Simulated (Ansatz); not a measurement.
## Effect of uniaxial stress, 0.5 GPa tension along x on LaMoN3

Consider LaMoN3 (space group R3c, No. 161; a = 5.6503 Å, c = 13.7753 Å (hexagonal axes); a cell from a computed database, its experimental status unchecked). Axes: x lies along a and z along c of the hexagonal cell.

Perturbation: uniaxial stress, 0.5 GPa tension along x; all other stress components relax to zero.

All numbers come from PBEsol (Ansatz, a first-principles code; PAW; 420 eV plane waves; spin-orbit coupling left out). Γ-centred 7×7×7 mesh, Fermi–Dirac width 0.05 eV.

```json
[
 {"quantity": "volume per atom", "base": "12.70 Å³", "changed": "12.71 Å³", "shift": "+0.01 Å³"},
 {"quantity": "space group", "base": "R3c (No. 161)", "changed": "Cc (No. 9)", "shift": "–"},
 {"quantity": "shortest interatomic distance", "base": "1.862 Å", "changed": "1.860 Å", "shift": "-0.002 Å"},
 {"quantity": "energy relative to the base (free energy F)", "base": "0 meV/atom", "changed": "+0.1 meV/atom", "shift": "+0.1 meV/atom"},
 {"quantity": "band gap", "base": "1.07 eV", "changed": "1.06 eV", "shift": "-0.01 eV"},
 {"quantity": "gap character", "base": "–", "changed": "indirect, L₂ → A–Γ (20 % along)", "shift": "–"},
 {"quantity": "smallest direct gap", "base": "1.26 eV", "changed": "1.28 eV", "shift": "+0.02 eV"},
 {"quantity": "strain response (xx, yy, zz)", "base": "–", "changed": "(+0.37, −0.25, −0.05) %", "shift": "–"}
]
```

Final structure:

```yaml
crystal:
  lattice:
    - [2.83570, 1.61666, 4.58576]
    - [-2.83570, 1.61666, 4.58576]
    - [0.00000, -3.26463, 4.59688]
  atoms:
    - { symbol: La, position: [0.74312, 0.74165, 0.74166] }
    - { symbol: La, position: [0.24165, 0.24312, 0.24166] }
    - { symbol: Mo, position: [0.49008, 0.49051, 0.48830] }
    - { symbol: Mo, position: [0.99051, 0.99008, 0.98830] }
    - { symbol: N, position: [0.81762, 0.70527, 0.26461] }
    - { symbol: N, position: [0.26552, 0.81464, 0.70907] }
    - { symbol: N, position: [0.70947, 0.25875, 0.81467] }
    - { symbol: N, position: [0.75875, 0.20947, 0.31467] }
    - { symbol: N, position: [0.20527, 0.31762, 0.76461] }
    - { symbol: N, position: [0.31464, 0.76552, 0.20907] }
```

Stability under load was not tested beyond the relaxation. Labels are those of the standard path for the cell's own space group.
